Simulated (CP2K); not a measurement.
Worked example: self-consistent single point of Ge (Fd-3m, 2 atoms in the cell) in CP2K

Level of theory: PBE, GPW, DZVP-MOLOPT-SR-GTH basis, GTH-PBE potentials (GTH_POTENTIALS) run with CP2K 2026.2.

Input:

```
&GLOBAL
  PROJECT ge
  RUN_TYPE ENERGY_FORCE
  PRINT_LEVEL MEDIUM
&END GLOBAL
&FORCE_EVAL
  METHOD Quickstep
  STRESS_TENSOR ANALYTICAL
  &DFT
    BASIS_SET_FILE_NAME BASIS_MOLOPT
    POTENTIAL_FILE_NAME GTH_POTENTIALS
    &QS
      METHOD GPW
      EPS_DEFAULT 1E-10
    &END QS
    &MGRID
      CUTOFF 400
      REL_CUTOFF 40
      NGRIDS 5
    &END MGRID
    &SCF
      SCF_GUESS ATOMIC
      EPS_SCF 1E-6
      MAX_SCF 100
      ADDED_MOS 4
      &DIAGONALIZATION
        ALGORITHM STANDARD
      &END DIAGONALIZATION
      &MIXING
        METHOD BROYDEN_MIXING
        ALPHA 0.2
        NBUFFER 8
      &END MIXING
      &SMEAR ON
        METHOD FERMI_DIRAC
        ELECTRONIC_TEMPERATURE [K] 580.23
      &END SMEAR
    &END SCF
    &KPOINTS
      SCHEME MONKHORST-PACK 13 13 13
    &END KPOINTS
    &XC
      &XC_FUNCTIONAL PBE
      &END XC_FUNCTIONAL
    &END XC
    &PRINT
      &MO
        EIGENVALUES T
        OCCUPATION_NUMBERS T
        NDIGITS 8
        FILENAME mo
        &EACH
          QS_SCF 0
        &END EACH
        ADD_LAST NUMERIC
      &END MO
      &MULLIKEN ON
      &END MULLIKEN
    &END PRINT
  &END DFT
  &SUBSYS
    &CELL
      A 4.03680200 0.00000000 0.00000000
      B 2.01840100 3.49597300 0.00000000
      C 2.01840100 1.16532400 3.29603500
      PERIODIC XYZ
    &END CELL
    &COORD
      SCALED
      Ge       0.50000000     0.50000000     0.50000000
      Ge       0.75000000     0.75000000     0.75000000
    &END COORD
    &KIND Ge
      BASIS_SET DZVP-MOLOPT-SR-GTH
      POTENTIAL GTH-PBE-q4
    &END KIND
  &END SUBSYS
  &PRINT
    &FORCES ON
    &END FORCES
    &STRESS_TENSOR ON
    &END STRESS_TENSOR
  &END PRINT
&END FORCE_EVAL
```

Output (repeated stretches shortened):

```
 GLOBAL| Method name                                                        CP2K
 GLOBAL| Project name                                                         ge
 GLOBAL| Run type                                                   ENERGY_FORCE

 CELL| Volume [angstrom^3]:                                            46.515461
 CELL| Vector a [angstrom]:       4.037     0.000     0.000   |a| =     4.036802
 CELL| Vector b [angstrom]:       2.018     3.496     0.000   |b| =     4.036802
 CELL| Vector c [angstrom]:       2.018     1.165     3.296   |c| =     4.036802
 CELL| Angle (b,c), alpha [degree]:                                    60.000004
 CELL| Angle (a,c), beta  [degree]:                                    59.999999
 CELL| Angle (a,b), gamma [degree]:                                    59.999999
 CELL| Numerically orthorhombic:                                              NO
 CELL| Periodicity                                                           XYZ

 DFT| Spin restricted Kohn-Sham (RKS) calculation                            RKS
 DFT| Multiplicity                                                             1
 DFT| Number of spin states                                                    1
 DFT| Charge                                                                   0
 DFT| XC density smoothing                                                  NONE
 DFT| XC derivatives                                                          PW

 QS| Method:                                                                 GPW
 QS| Density plane wave grid type                        NON-SPHERICAL FULLSPACE
 QS| Number of grid levels:                                                    5
 QS| Density cutoff [a.u.]:                                                200.0
 QS| Multi grid cutoff [a.u.]: 1) grid level                               200.0
   [... lines left out ...]
 BRILLOUIN| Wavefunction type                                            COMPLEX
 BRILLOUIN| List of Kpoints [2 Pi/Bohr]                                     1099
 BRILLOUIN| Number           Weight            X              Y              Z
 BRILLOUIN|     1           0.00091       -0.46154       -0.46154       -0.46154
 BRILLOUIN|     2           0.00091       -0.46154       -0.46154       -0.38462
 BRILLOUIN|     3           0.00091       -0.46154       -0.46154       -0.30769
   [... 1096 lines left out ...]
 *******************************************************************************

 Extrapolation method: initial_guess

 Re-scaling the density matrix to get the right number of electrons
                  # Electrons              Trace(P)               Scaling factor
                            8                 8.000                        1.000

 Number of electrons:                                                          8
 Number of occupied orbitals:                                                  4
 Number of molecular orbitals:                                                 8

 Number of orbital functions:                                                 26
 Number of independent orbital functions:                                     26
 SCF WAVEFUNCTION OPTIMIZATION

  Step     Update method      Time    Convergence         Total energy    Change
     1 NoMix/Diag. 0.20E+00      -     0.51209688        -7.9055984317 -7.91E+00
     2 Broy./Diag. 0.20E+00      -     0.00432214        -7.8346015646  7.10E-02
     3 Broy./Diag. 0.20E+00      -     0.01537064        -7.8361813628 -1.58E-03
     4 Broy./Diag. 0.20E+00      -     0.00012714        -7.8613051127 -2.51E-02
     5 Broy./Diag. 0.20E+00      -     0.00047497        -7.8577418064  3.56E-03
     6 Broy./Diag. 0.20E+00      -     0.00002235        -7.8572632829  4.79E-04
     7 Broy./Diag. 0.20E+00      -     0.00006123        -7.8576755840 -4.12E-04
     8 Broy./Diag. 0.20E+00      -     0.00000009        -7.8577101364 -3.46E-05
  *** SCF run converged in     8 steps ***

  Electronic density on regular grids:         -8.0000000000        0.0000000000
  Core density on regular grids:                7.9999999973       -0.0000000027
  Total charge density on r-space grids:       -0.0000000027
  Total charge density g-space grids:          -0.0000000027

  Overlap energy of the core charge distribution:               0.00000001305820
  Self energy of the core charge distribution:                -16.71672840141500
  Core Hamiltonian energy:                                      3.96746584784982
  Hartree energy:                                               7.23218618104453
  Exchange-correlation energy:                                 -2.34061525592613
  Electronic entropic energy:                                  -0.00001852097318
  Fermi energy:                                                 0.16176106554521

  Total energy:                                                -7.85771013639426
  Total energy (extrapolated to T->0):                         -7.85770087590767

                     Mulliken Population Analysis

 #  Atom  Element  Kind  Atomic population                           Net charge
       1     Ge       1          3.999999                              0.000001
       2     Ge       1          4.000001                             -0.000001
 # Total charge                              8.000000                  0.000000

 ENERGY| Total FORCE_EVAL ( QS ) energy [hartree]             -7.857724933917964

 FORCES| Atomic forces [hartree/bohr]
 FORCES|   Atom     x               y               z               |f|
 FORCES|      1 -6.43685944E-11 -7.12248656E-09 -6.00239721E-08   6.04451089E-08
 FORCES|      2 -2.81521667E-10  6.92279540E-09  5.98827436E-08   6.02822307E-08
 FORCES| Sum    -3.45890261E-10 -1.99691158E-10 -1.41228489E-10
 FORCES| Total atomic force                                       4.23629694E-10

 STRESS| Analytical stress tensor [bar]
 STRESS|                        x                   y                   z
 STRESS|      x        2.45273770803E+04  -1.61487321030E-02  -1.14188901693E-02
 STRESS|      y       -1.61487321030E-02   2.45270727631E+04   4.28825724473E-01
 STRESS|      z       -1.14188901693E-02   4.28825724473E-01   2.45275711690E+04
 STRESS| 1/3 Trace                                             2.45273403375E+04
```

The run converged in 8 iterations.

The starting cell comes from a database of computed structures (which also holds hypothetical and non-ambient phases and stackings), without a prior relaxation at this level. Its lattice was rescaled by a random factor within 2.5 % of one. Values carry the incompleteness of an atom-centred basis.
